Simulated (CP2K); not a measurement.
CP2K run on TlSbO3 (P-31c, 20 atoms in the cell): self-consistent single point

Method: PBEsol, GPW, DZVP-MOLOPT-SR-GTH basis, GTH-PBE potentials (GTH_POTENTIALS) (CP2K).

The input file:

```
&GLOBAL
  PROJECT scf
  RUN_TYPE ENERGY_FORCE
  PRINT_LEVEL LOW
&END GLOBAL
&FORCE_EVAL
  METHOD Quickstep
  STRESS_TENSOR ANALYTICAL
  &DFT
    BASIS_SET_FILE_NAME BASIS_MOLOPT
    POTENTIAL_FILE_NAME GTH_POTENTIALS
    &QS
      METHOD GPW
      EPS_DEFAULT 1E-10
    &END QS
    &MGRID
      CUTOFF 500
      REL_CUTOFF 60
      NGRIDS 5
    &END MGRID
    &SCF
      SCF_GUESS ATOMIC
      EPS_SCF 1E-7
      MAX_SCF 100
      ADDED_MOS 23
      &DIAGONALIZATION
        ALGORITHM STANDARD
      &END DIAGONALIZATION
      &MIXING
        METHOD BROYDEN_MIXING
        ALPHA 0.2
        NBUFFER 10
        BETA 1.5
      &END MIXING
    &END SCF
    &KPOINTS
      SCHEME MONKHORST-PACK 4 4 2
    &END KPOINTS
    &XC
      &XC_FUNCTIONAL
        &PBE
          PARAMETRIZATION PBESOL
        &END PBE
      &END XC_FUNCTIONAL
    &END XC
    &PRINT
      &MO
        EIGENVALUES T
        OCCUPATION_NUMBERS T
        NDIGITS 8
        FILENAME mo
        &EACH
          QS_SCF 0
        &END EACH
        ADD_LAST NUMERIC
      &END MO
      &MULLIKEN OFF
      &END MULLIKEN
    &END PRINT
  &END DFT
  &SUBSYS
    &CELL
      A 5.33071000 0.00000000 0.00000000
      B -2.66535500 4.61653000 0.00000000
      C 0.00000000 0.00000000 14.72639000
      PERIODIC XYZ
    &END CELL
    &COORD
      SCALED
      Tl       0.66666700     0.33333300     0.92916000
      Tl       0.33333300     0.66666700     0.07084000
      Tl       0.66666700     0.33333300     0.57084000
      Tl       0.33333300     0.66666700     0.42916000
      Sb       0.66666700     0.33333300     0.25000000
      Sb       0.33333300     0.66666700     0.75000000
      Sb       0.00000000     0.00000000     0.25000000
      Sb       0.00000000     0.00000000     0.75000000
      O        0.28591000     0.33334000     0.82520000
      O        0.71409000     0.66666000     0.17480000
      O        0.66666000     0.95257000     0.82520000
      O        0.33334000     0.04743000     0.17480000
      O        0.04743000     0.71409000     0.82520000
      O        0.95257000     0.28591000     0.17480000
      O        0.66666000     0.71409000     0.67480000
      O        0.33334000     0.28591000     0.32520000
      O        0.04743000     0.33334000     0.67480000
      O        0.95257000     0.66666000     0.32520000
      O        0.28591000     0.95257000     0.67480000
      O        0.71409000     0.04743000     0.32520000
    &END COORD
    &KIND Tl
      BASIS_SET DZVP-MOLOPT-SR-GTH-q13
      POTENTIAL GTH-PBE-q13
    &END KIND
    &KIND Sb
      BASIS_SET DZVP-MOLOPT-SR-GTH-q5
      POTENTIAL GTH-PBE-q5
    &END KIND
    &KIND O
      BASIS_SET DZVP-MOLOPT-SR-GTH-q6
      POTENTIAL GTH-PBE-q6
    &END KIND
  &END SUBSYS
  &PRINT
    &FORCES ON
    &END FORCES
    &STRESS_TENSOR ON
    &END STRESS_TENSOR
  &END PRINT
&END FORCE_EVAL
```

The program printed (abridged):

```
 GLOBAL| Method name                                                        CP2K
 GLOBAL| Project name                                                        scf
 GLOBAL| Run type                                                   ENERGY_FORCE

 TOTAL NUMBERS AND MAXIMUM NUMBERS

  Total number of            - Atomic kinds:                                   3
                             - Atoms:                                         20
                             - Shell sets:                                    20
                             - Shells:                                       108
                             - Primitive Cartesian functions:                104
                             - Cartesian basis functions:                    344
                             - Spherical basis functions:                    308

  Maximum angular momentum of- Orbital basis functions:                        3
                             - Local part of the GTH pseudopotential:          2
                             - Non-local part of the GTH pseudopotential:      4

 SCF PARAMETERS         Density guess:                                    ATOMIC
                        max_scf:                                             100
                        max_diis:                                              4
                        eps_scf:                                        1.00E-07
                        eps_diis:                                       1.00E-01
                        eps_eigval:                                     1.00E-05
                        level_shift [a.u.]:                             0.000000
                        added MOs                                        23    0
                        Mixing method:                            BROYDEN_MIXING
                                                charge density mixing in g-space
                        No outer SCF

 Extrapolation method: initial_guess

 Number of electrons:                                                        144
 Number of occupied orbitals:                                                 72
 Number of molecular orbitals:                                                95

 Number of orbital functions:                                                308
 Number of independent orbital functions:                                    308

 SCF WAVEFUNCTION OPTIMIZATION

  Step     Update method      Time    Convergence         Total energy    Change
     1 NoMix/Diag. 0.20E+00      -     1.26333903      -413.7702744664 -4.14E+02
     2 Broy./Diag. 0.20E+00      -     0.09035145      -394.4277686931  1.93E+01
     3 Broy./Diag. 0.20E+00      -     0.22580093      -405.1558832391 -1.07E+01
     4 Broy./Diag. 0.20E+00      -     0.02914329      -415.2601141924 -1.01E+01
     5 Broy./Diag. 0.20E+00      -     0.09678838      -412.6578844316  2.60E+00
     6 Broy./Diag. 0.20E+00      -     0.00295587      -413.4402214263 -7.82E-01
     7 Broy./Diag. 0.20E+00      -     0.01354339      -413.0934410951  3.47E-01
   [... 19 lines left out ...]
    27 Broy./Diag. 0.20E+00      -     0.00000040      -413.0716209206 -1.65E-05
    28 Broy./Diag. 0.20E+00      -     0.00000034      -413.0716369160 -1.60E-05
    29 Broy./Diag. 0.20E+00      -     0.00000017      -413.0716311675  5.75E-06
    30 Broy./Diag. 0.20E+00      -     0.00000040      -413.0716285484  2.62E-06
    31 Broy./Diag. 0.20E+00      -     0.00000006      -413.0716279427  6.06E-07

  *** SCF run converged in    31 steps ***

  Electronic density on regular grids:       -143.9999999875        0.0000000125
  Core density on regular grids:              143.9999999857       -0.0000000143
  Total charge density on r-space grids:       -0.0000000018
  Total charge density g-space grids:          -0.0000000018

  Overlap energy of the core charge distribution:               0.00000062671146
  Self energy of the core charge distribution:               -892.84730559099683
  Core Hamiltonian energy:                                    254.27833289807418
  Hartree energy:                                             299.26880896045861
  Exchange-correlation energy:                                -73.77146483698368

  Total energy:                                              -413.07162794273631

 ENERGY| Total FORCE_EVAL ( QS ) energy [hartree]           -413.071626435867302

 FORCES| Atomic forces [hartree/bohr]
 FORCES|   Atom     x               y               z               |f|
 FORCES|      1 -3.51032921E-06  1.10035476E-06 -5.19025003E-04   5.19038040E-04
 FORCES|      2  3.51037938E-06 -1.10026969E-06  5.19024138E-04   5.19037175E-04
 FORCES|      3 -2.71395146E-06  2.49339591E-06  5.19024946E-04   5.19038030E-04
 FORCES|      4  2.71387083E-06 -2.49332079E-06 -5.19024084E-04   5.19037167E-04
 FORCES|      5 -2.34229600E-06  1.19342505E-06 -3.51847537E-10   2.62880467E-06
 FORCES|      6  2.34229612E-06 -1.19357091E-06  3.75527002E-10   2.62887101E-06
 FORCES|      7 -8.61260828E-07  6.58861862E-07  3.26126578E-10   1.08437506E-06
 FORCES|      8  8.61297798E-07 -6.58938082E-07 -3.61723041E-10   1.08445075E-06
 FORCES|      9  1.17404470E-02  1.41859306E-05  2.13240232E-02   2.43423964E-02
 FORCES|     10 -1.17404469E-02 -1.41858191E-05 -2.13240230E-02   2.43423962E-02
 FORCES|     11 -5.89150411E-03  1.01574581E-02  2.13276688E-02   2.43465240E-02
 FORCES|     12  5.89150415E-03 -1.01574580E-02 -2.13276686E-02   2.43465238E-02
 FORCES|     13 -5.85263837E-03 -1.01744312E-02  2.13238799E-02   2.43409178E-02
 FORCES|     14  5.85263832E-03  1.01744310E-02 -2.13238797E-02   2.43409175E-02
 FORCES|     15  5.85791989E-03 -1.01746926E-02 -2.13240617E-02   2.43424568E-02
 FORCES|     16 -5.85791987E-03  1.01746924E-02  2.13240616E-02   2.43424566E-02
 FORCES|     17 -1.17423191E-02  2.35210047E-05 -2.13276339E-02   2.43464695E-02
 FORCES|     18  1.17423191E-02 -2.35208862E-05  2.13276336E-02   2.43464693E-02
 FORCES|     19  5.88489728E-03  1.01558013E-02 -2.13238762E-02   2.43409123E-02
 FORCES|     20 -5.88489730E-03 -1.01558011E-02  2.13238760E-02   2.43409121E-02
 FORCES| Sum     3.81084747E-12 -5.41952767E-12 -1.31703676E-13
 FORCES| Total atomic force                                       6.62655148E-12

 STRESS| Analytical stress tensor [bar]
 STRESS|                        x                   y                   z
 STRESS|      x        7.84324268941E+04  -2.43611464174E+00  -9.43583431912E-01
 STRESS|      y       -2.43611464174E+00   7.84301754192E+04  -1.68924209673E+00
 STRESS|      z       -9.43583431912E-01  -1.68924209673E+00   6.23414509152E+04
 STRESS| 1/3 Trace                                             7.30680177428E+04
```

The run converged in 31 iterations.

The starting cell comes from a database of computed structures (which also holds hypothetical and non-ambient phases and stackings), without a prior relaxation at this level. Values carry the incompleteness of an atom-centred basis. The potentials were made for another functional than the one used. With a pressure of about 7 GPa the cell is away from its equilibrium volume at this level. Forces in this geometry exceed 1 eV/Å.

Cost on one core of a shared machine: roughly 5 min.
